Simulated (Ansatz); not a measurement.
**HgO (P3₂21, No. 154, 6 atoms in the cell; start mp-1077107; a measured phase of this formula has another space group)**

Method: HSE06 (plane waves, PAW; Ansatz, a quantum-chemistry and plane-wave program).

Run with plane-wave cutoff 460 eV, 9×9×4 k mesh (along the axes of the cell as run), Fermi–Dirac smearing 0.01 eV, scalar-relativistic PAW data made under PBE.

Cell (relaxed with PBEsol):

```yaml
crystal:
  lattice:
    - [3.61493, 0.00000, 0.00000]
    - [-1.80747, 3.13062, 0.00000]
    - [0.00000, 0.00000, 8.74279]
  atoms:
    - { symbol: Hg, position: [0.76606, 0.76606, 0.00000] }
    - { symbol: Hg, position: [0.23394, 0.00000, 0.66667] }
    - { symbol: Hg, position: [0.00000, 0.23394, 0.33333] }
    - { symbol: O, position: [0.45032, 0.45032, 0.50000] }
    - { symbol: O, position: [0.54968, 0.00000, 0.16667] }
    - { symbol: O, position: [0.00000, 0.54968, 0.83333] }
```

For HgO (P3₂21, No. 154, 6 atoms in the cell; start mp-1077107; a measured phase of this formula has another space group), the band gap is 2.63 eV. The smallest direct gap on the k points sampled is 2.82 eV.

Note: cell and atoms aren't relaxed at this level (pressure 1.4 GPa).

Spin–orbit coupling is not included.

Static lattice: no zero-point or thermal effects.

A start named mp-… is a Materials Project structure, which need not be a measured phase.
